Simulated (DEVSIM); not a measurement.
System: Schottky contact on n-type GaN, at 300 K.

Layer 1 from the left is GaN, thickness (μm) 0.900, Nd (cm⁻³) 8.7e16, τn (s) 2.7e-8, τp (s) 2.7e-8.

Left contact: Schottky, work function 5.16 eV, emission velocity 6.9e6 cm/s. Right contact: ohmic. Voltage is applied to the left contact. Recombination: SRH at mid-gap, Auger. Mobility is μmin + (μ − μmin)/(1 + (N/Nref)^α).

Constants are typed, rounded textbook-type inputs, not results; the design itself was drawn at random and stands for no fabricated device. Values at 300 K.

GaN: gap (eV) 3.43, affinity (eV) 4.1, permittivity 9.5, Nc (cm⁻³) 2.3e18, Nv (cm⁻³) 4.6e19, μn (cm²/Vs) 1200, μp (cm²/Vs) 100, μn,min 55, μp,min 3, Nref,n 2e17, Nref,p 3e17, αn 1, αp 2, Cn (cm⁶/s) 1e-30, Cp (cm⁶/s) 1e-30.

Simulated with DEVSIM: 1D drift-diffusion, Boltzmann statistics, complete ionisation; no tunnelling, impact ionisation, image-force lowering or self-heating. Metal contacts follow the ideal Schottky-Mott rule: no Fermi-level pinning, no interface dipoles.

Dark forward current:

| |V| (V) | |J| (A/cm²) |
|---|---|
| 0.05 | 2.239e-11 |
| 0.10 | 1.770e-10 |
| 0.15 | 1.245e-9 |
| 0.20 | 8.622e-9 |
| 0.25 | 5.956e-8 |
| 0.30 | 4.112e-7 |
| 0.35 | 2.838e-6 |
| 0.40 | 1.958e-5 |
| 0.45 | 0.0001351 |
| 0.50 | 0.0009310 |
| 0.55 | 0.006414 |
| 0.60 | 0.04414 |
| 0.65 | 0.3034 |
| 0.70 | 2.080 |
| 0.75 | 14.17 |
| 0.80 | 94.03 |
| 0.85 | 553.5 |
| 0.90 | 2255 |

Question: Work out the local ideality factor n = ΔV / (kT/q · ln(J2/J1)) between the rows 0.15 and 0.20 V, 0.85 and 0.90 V.

Answer: kT/q = 25.85 mV. From 0.15 to 0.20 V: ln(8.622e-9/1.245e-9) = 1.935, n = 1.00, near the 1 of diffusion or emission over a barrier. From 0.85 to 0.90 V: ln(2255/553.5) = 1.405, n = 1.38; the layers' resistance at their doping, Σ W/(qμN) = 7.6e-6 Ω cm², would take 13 mV of this step of 50 mV.

Question: Estimate the current at 0.45 V for emission alone, J0 = q v N_band exp(−φB/kT), and read the barrier back from the simulated current.

Answer: φB = 1.060 eV, N_band = 2.30e18 cm⁻³, J0 = 3.95e-12 A/cm²; J = J0 (exp(qV/kT) − 1) = 0.000144 A/cm². The simulation gives 0.000135 A/cm²; the estimate lies 6.2 % above. Read backwards, the simulated current gives an apparent barrier of 1.062 eV. The estimate leaves out transport through the depletion region and minority injection.
